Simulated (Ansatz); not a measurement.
## Response to strain in GaN

Start from GaN in the wurtzite structure (space group P6_3mc, No. 186).

```
GaN
1.0
    3.21837     0.00000     0.00000
   -1.60918     2.78719     0.00000
    0.00000     0.00000     5.24320
Ga N
2 2
Direct
  0.33333   0.66667   0.00014
  0.66667   0.33333   0.50014
  0.33333   0.66667   0.37686
  0.66667   0.33333   0.87686
```

Cartesian axes are those of the cell as printed.

Strains are applied to the cell and any free atomic positions relax; under biaxial strain the out-of-plane vector relaxes too.

All numbers come from PBE/PAW in Ansatz (a first-principles code), no SOC.

```json
[
 {"biaxial strain, plane normal [001], relaxed out of plane (%)": "0", "out-of-plane strain (%)": "0.00"},
 {"biaxial strain, plane normal [001], relaxed out of plane (%)": "1.2", "out-of-plane strain (%)": "?"},
 {"biaxial strain, plane normal [001], relaxed out of plane (%)": "1.8", "out-of-plane strain (%)": "-0.80"},
 {"biaxial strain, plane normal [001], relaxed out of plane (%)": "2.4", "out-of-plane strain (%)": "-1.06"},
 {"biaxial strain, plane normal [001], relaxed out of plane (%)": "3", "out-of-plane strain (%)": "-1.32"}
]
```

Fit ε⊥ = −νε + γε² (strains in %) to the rows shown and predict the withheld row.

Least squares on the printed values gives ν = 0.45 (the biaxial Poisson response) and γ = 0.004 (largest residual 0.00 %); this predicts -0.54 %, and the run gives -0.53 %, in agreement.

Stability against distortions was not tested.
